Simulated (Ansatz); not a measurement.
# CoSi$_{2}$ under load (space group I4/mmm): band-structure transport figures

Consider the following.

```
CoSi2
1.0
    0.00000     2.61630     2.65614
    2.61630     0.00000     2.65614
    2.61630     2.61630     0.00000
Co Si
1 2
Direct
  0.00000   0.00000   0.00000
  0.75000   0.75000   0.75000
  0.25000   0.25000   0.25000
```

Computed with PBEsol, rigid bands (plane waves, PAW, scalar-relativistic; Ansatz, a program for electronic structure). Condition of this run: biaxial strain xx = yy = -1.5 %, z clamped. Geometry: cell and atoms relaxed with PBEsol, then loaded as said.

```json
{
 "density of states at the Fermi level": "0.977 states/(eV·cell), both spins",
 "bare Sommerfeld coefficient": "0.77 mJ/(mol of atoms·K²)",
 "drude_plasma_energy": "6.5 (x), 6.5 (y), 6.7 (z) eV",
 "root-mean-square Fermi velocity": "7.9e5 m/s",
 "resistivity times τ": "11.4 (x), 11.4 (y), 11.0 (z) ×10⁻²² Ω·m·s"
}
```

A metal at this level (no band gap); rigid bands, thermally averaged at 300 K, both spins. Spin-orbit coupling is left out. τ is one relaxation time for all states.

Treated as nonmagnetic (a ferromagnetic start lost its moment, other orders weren't tried): CoSi2 under load (space group I4/mmm).
